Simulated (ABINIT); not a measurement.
## Effort and miss along a sweep of nband: AgSbSeS (P4/mmm, 4 atoms in the cell)

```
AgSbSeS
1.0
    3.95337     0.00000     0.00000
    0.00000     3.95337     0.00000
    0.00000     0.00000     5.78191
Ag Sb Se S
1 1 1 1
Direct
  0.00000   0.00000   0.00000
  0.50000   0.50000   0.50000
  0.50000   0.50000   0.00000
  0.00000   0.00000   0.50000
```

Method: LDA (PW92), norm-conserving pseudopotentials (PseudoDojo nc-sr-04 LDA standard) (plane waves; ABINIT).

Base settings: pseudos = [Ag.upf, Sb.upf, Se.upf, S.upf]; ecut = 1170 eV; occopt = 3; tsmear = 0.136 eV; ngkpt = 5 5 3; nshiftk = 1; shiftk = 0 0 0; potentials = PseudoDojo nc-sr-04 LDA standard; nband = 36; kptopt = 1.

Misses are taken against the tightest run, 44, which need not be fully converged itself. The energy is the free energy per atom.

The count of work is k-points × plane waves × bands × iterations; it is no time, and leaves out set-up, grids and terms that scale otherwise. 

The starting cell comes from a database of computed structures (which also holds hypothetical and non-ambient phases and stackings), without a prior relaxation at this level. In the base run, with a pressure of about -6 GPa the cell is away from its equilibrium volume at this level. The run gives no clean gap (levels at the Fermi energy touch, overlap or are partly filled at this smearing), which alone does not show that the compound is a metal. Without a gap this mesh is coarse (it stands for a supercell whose shortest vector is 17 Å).

The runs (nband): 28 | 29 | 30 | 32 | 36 | 44.

Q: Which is the coarsest setting among those run that, with all tighter ones, holds the energy within 5 meV/atom of the reference, and what does it save?

A: 29, off by 0.08 meV/atom; its saving against the reference is no more than about a factor of 2 in the count of work.

| nband | energy less reference (meV/atom) | count of work / reference |
|---|---|---|
| 28 | 9.61 | 2.5 |
| 29 | 0.08 | 2.5 |
| 30 | 0.00 | 1.6 |
| 32 | 0.00 | 1.1 |
| 36 | 0.00 | 0.94 |
| 44 | 0.00 | 1.0 |
